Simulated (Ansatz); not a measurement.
# A self-consistent single point of CaGa (Cm, 4 atoms in the cell) with Ansatz

Method of the run: PBEsol, default PAW files made with PBE (plane waves; Ansatz, a program for electronic structure).

Input:

Ansatz 0.2 input:
```yaml
crystal:
  lattice:
    - [2.118376, -5.649316, 0.000000]
    - [2.118376, 5.649316, 0.000000]
    - [0.000000, 0.000000, 4.315205]
  atoms:
    - { symbol: Ca, position: [0.355660, 0.644340, 0.761587] }
    - { symbol: Ca, position: [0.644340, 0.355660, 0.250000] }
    - { symbol: Ga, position: [0.064990, 0.935010, 0.750000] }
    - { symbol: Ga, position: [0.935010, 0.064990, 0.250000] }
basis:
  ecutwfc: 420.0
kpoints:
  mp_grid:
    grid: [6, 6, 6]
hamiltonian:
  xc: pbesol
  pseudopotentials:
    kind: paw
scf:
  occupations:
    method: gaussian
    width: 0.1
output:
  forces: true
  eigenvalues: true
  stress: true
```

Output, abridged:

```
WARN ansatz: RAYON_NUM_THREADS=1 ignored (pool sized by the plan → 1); use --threads N
Pseudopotentials: kind: paw
Pseudopotential: Ca, paw, valence charge 10
Pseudopotential: Ga, paw, valence charge 13
Crystal: 4 atoms, lattice volume = 103.283 Å³
Basis set: ecut = 420 eV, 2011 PW (Γ), exchange–correlation on 90×90×60 points (8 copies of the dense FFT grid, shifted against one another)
Bands: 28, of which v1, the nominal top of the filled ones, is band 23 counted from 1 (22 counted from 0)
Symmetry: 2 space group operations
Space group: Cm (ITA 8), of the structure as read, at distance tolerance 4.7e-5 Å
k-points: 68 of 216 (time reversal used)
PAW frozen core: Ca, regenerated for the run's functional, and the local potential with it
PAW frozen core: Ga, regenerated for the run's functional, and the local potential with it
Initial density: superposition of atomic densities (neutral atoms: chi_scale 0, normalization atom), corrected by the library's trained network
Initial wavefunctions: pseudopotential atomic-orbital guess
Eigensolver: davidson
Functional: x = pbesol(κ = 0.804, μ = 0.12345679012345678), c = pbesol(β = 0.046)
SCF iter   1: F=—  HF=-11075.787532 eV  |F-HF|=—  |Δ(HF+E_count)|=         —  Δρ=2.93e-3  dr2=9.09e-3  ethr=1.77e-3  ⟨swp⟩=8.6  Hψ=9543  notcnv=0
all-band conjugate gradients solve this SCF's bands
preconditioner: auto → Kerker (q_TF=auto, 2.384 Å⁻¹)
SCF iter   2: F=—  HF=-11075.786099 eV  |F-HF|=—  |Δ(HF+E_count)|=   1.43e-3  Δρ=1.41e-3  dr2=2.99e-3  ethr=1.98e-5  ⟨swp⟩=2.8  Hψ=3907  notcnv=0
SCF iter   3: F=—  HF=-11075.785492 eV  |F-HF|=—  |Δ(HF+E_count)|=   6.07e-4  Δρ=5.77e-4  dr2=4.09e-4  ethr=6.50e-6  ⟨swp⟩=3.0  Hψ=3510  notcnv=0
SCF iter   4: F=—  HF=-11075.785340 eV  |F-HF|=—  |Δ(HF+E_count)|=   1.52e-4  Δρ=2.54e-4  dr2=8.85e-5  ethr=8.90e-7  ⟨swp⟩=2.0  Hψ=2874  notcnv=0
SCF iter   5: F=—  HF=-11075.785337 eV  |F-HF|=—  |Δ(HF+E_count)|=   3.08e-6  Δρ=7.14e-5  dr2=9.07e-6  ethr=1.92e-7  ⟨swp⟩=2.0  Hψ=2658  notcnv=0  defer=1
SCF iter   6: F=—  HF=-11075.785336 eV  |F-HF|=—  |Δ(HF+E_count)|=   9.89e-7  Δρ=2.01e-5  dr2=7.05e-7  ethr=1.97e-8  ⟨swp⟩=2.0  Hψ=2169  notcnv=0  defer=1
SCF iter   7: F=-11075.785335 eV  HF=-11075.785335 eV  |F-HF|=2.35e-8  |Δ(HF+E_count)|=   6.08e-8  Δρ=5.25e-6  dr2=5.46e-8  ethr=2.17e-10  ⟨swp⟩=5.6  Hψ=8689  notcnv=0
SCF 1 converged in 7 iterations: F = -11075.785335 eV  dr2 = 5.46e-8
SCF converged after 7 iterations
Free energy (F): -11075.785335 eV
Harris-Foulkes:  -11075.785335 eV  (|F-HF|=2.35e-8)
Internal energy: -11075.776006 eV  (E = F + TS)
E sigma→0 (E₀):  -11075.780671 eV
Entropy (-TS):   -0.009330 eV (-2.332 meV/atom)
Fermi energy:    7.372530 eV
--- Per-component energies (eV) ---
  E_band       = -405.402252
  E_kinetic    = 786.214135
  E_local      = -5783.613551  (includes V_loc(G=0)·N_el)
  E_nonlocal   = 974.978690
  E_hartree    = 2507.403821
  E_xc         = -408.920033
  E_vxc        = -456.876422  (∫ρ·V_xc dr)
  E_paw        = -5565.909891  (= ΣΔE_a)
  E_vpaw       = -940.916607  (= ΣTr[D̂ρ^β])
  E_aug_tail   = -0.000256  (compensation charges beyond the density's cutoff)
  E_ewald      = -3587.892465
  E_core_change = 1.963544  (= ΣΔE_core)
  E_smearing   = -0.009330  (= −TS)
  E_closure    = 0.000000  (closes the sum)
  Σ components = -11075.785335   (vs F -11075.785335, Δ=0.00e0)
--- Forces (eV/Å), atoms counted from 1 ---
  atom   1  Ca    -0.00000000     0.03659197    -0.14729300
  atom   2  Ca     0.00000000    -0.03387419     0.05075946
  atom   3  Ga     0.00000000    -0.10045496    -0.00932504
  atom   4  Ga    -0.00000000     0.09773841     0.10585674
  max |Σ_I F_I| component: 1.84e-6 eV/Å
--- Stress (GPa, compression-positive) ---
       -1.364680       0.000000      -0.000000
        0.000000      -0.438179      -0.040410
       -0.000000      -0.040410      -0.441513
  P = ⅓ Tr σ = -0.7481 GPa (-7.481 kbar)
  The stress holds the Pulay correction. Without it, at fixed plane waves, as pw.x and ABINIT print it: P = -0.7609 GPa
--- Band table (eV; the first three rows and the last of 68) ---
  k-point 0: bands = ["-33.5568", "-33.5396", "-14.7136", "-14.6701", "-14.6645", "-14.6364", "-14.6001", "-14.5971", "-7.0877", "-7.0468", "-7.0138", "-7.0063", "-6.9577", "-6.8970", "-6.8561", "-6.8470", "-6.8161", "-6.7481", "-0.8610", "3.5059", [...]
  k-point 1: bands = ["-33.5553", "-33.5404", "-14.7055", "-14.6693", "-14.6674", "-14.6381", "-14.6125", "-14.6032", "-7.1007", "-7.0475", "-7.0117", "-6.9770", "-6.9654", "-6.8917", "-6.8498", "-6.8473", "-6.8460", "-6.7333", "-0.6323", "3.3709", [...]
  k-point 2: bands = ["-33.5516", "-33.5428", "-14.6855", "-14.6758", "-14.6602", "-14.6431", "-14.6388", "-14.6207", "-7.1026", "-7.0567", "-7.0060", "-6.9815", "-6.9416", "-6.8974", "-6.8775", "-6.8487", "-6.8134", "-6.7329", "0.0421", "2.4365", [...]
  k-point 67: bands = ["-33.5473", "-33.5464", "-14.7200", "-14.7186", "-14.6534", "-14.6487", "-14.6000", "-14.5996", "-7.0811", "-7.0804", "-6.9976", "-6.9968", "-6.9238", "-6.9236", "-6.8606", "-6.8605", "-6.7641", "-6.7638", "1.3445", "1.3629", [...]
```

The run converged in 7 iterations.

The starting cell comes from a database of computed structures (which also holds hypothetical and non-ambient phases and stackings), without a prior relaxation at this level. Its lattice was rescaled by up to half a per cent. One atom was moved a little off its site on purpose. Ansatz's pressure includes its estimate of the finite-basis (Pulay) stress.
